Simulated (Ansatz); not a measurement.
Pressure series in hypothetical zinc blende BiAs

Consider BiAs in the zinc blende structure (space group F-43m, No. 216; a = 6.704 Å; a hypothetical phase, not in the database extracts checked).

Cell and atoms are relaxed at each pressure.

Calculations: Ansatz (a program for electronic structure) PBE, no spin-orbit coupling.

Notes on the quantities. enthalpy: H = E + PV relative to the base's energy.

```
case                   enthalpy     density
----------------  -------------  ----------
base                          –  6.26 g/cm³
pressure −2 GPa   -0.48 eV/atom  5.89 g/cm³
pressure −1 GPa   -0.24 eV/atom  6.08 g/cm³
pressure 0.3 GPa  +0.07 eV/atom  6.31 g/cm³
pressure 0.7 GPa  +0.16 eV/atom  6.37 g/cm³
pressure 1.5 GPa  +0.35 eV/atom  6.49 g/cm³
pressure 3 GPa    +0.68 eV/atom  6.70 g/cm³
pressure 5 GPa    +1.11 eV/atom  6.95 g/cm³
pressure 7.5 GPa  +1.63 eV/atom  7.24 g/cm³
pressure 10 GPa   +2.13 eV/atom  7.50 g/cm³
```

Load acts through the strain it causes; cell and atoms are relaxed under it. Stability against distortions was not tested. Competing high-pressure phases were not computed. The final runs are not spin-polarised.
